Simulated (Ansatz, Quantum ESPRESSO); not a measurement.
## One structure in several programs: La3SnC (Pm-3m, 5 atoms in the cell)

Self-consistent single point.

```xyz
5
Lattice="5.1081 0.0000 0.0000 0.0000 5.1081 0.0000 0.0000 0.0000 5.1081" Properties=species:S:1:pos:R:3 pbc="T T T"
La     2.5540     0.0000     0.0000
La     0.0000     2.5540     0.0000
La     0.0000     0.0000     2.5540
Sn     2.5540     2.5540     2.5540
C      0.0000     0.0000     0.0000
```

Shared settings, as Ansatz (a program for electronic structure) writes them: kpoints.mp_grid.grid = 7 7 7; scf.occupations.method = gaussian; scf.occupations.width = 0.02 Ry. Potentials and cutoffs stand in the table.

```json
[
 {"code": "Ansatz", "model": "LDA (PW92), PAW files made with PBE", "pressure (GPa)": "-0.29", "cutoff": "30.9 Ry"},
 {"code": "Quantum ESPRESSO", "model": "LDA (PZ), GBRV 1.5 ultrasoft (LDA) pseudopotentials", "pressure (GPa)": "-0.13", "cutoff": "40 Ry"}
]
```

The spread over the programs that give each value: pressure within 0.16 GPa.

Ansatz's pressure is given at a fixed set of plane waves, as the other plane-wave codes print theirs; with its correction for the finite basis it is -0.25 GPa. The same LDA comes in different parametrisations, which differ slightly.

The starting cell comes from a database of computed structures (which also holds hypothetical and non-ambient phases and stackings), without a prior relaxation at this level. Its lattice was rescaled by a random factor within 2.5 % of one.

Left out of this page: Elk and FLEUR (not drawn, or without a comparable value).

Keys are those of Ansatz 0.2.
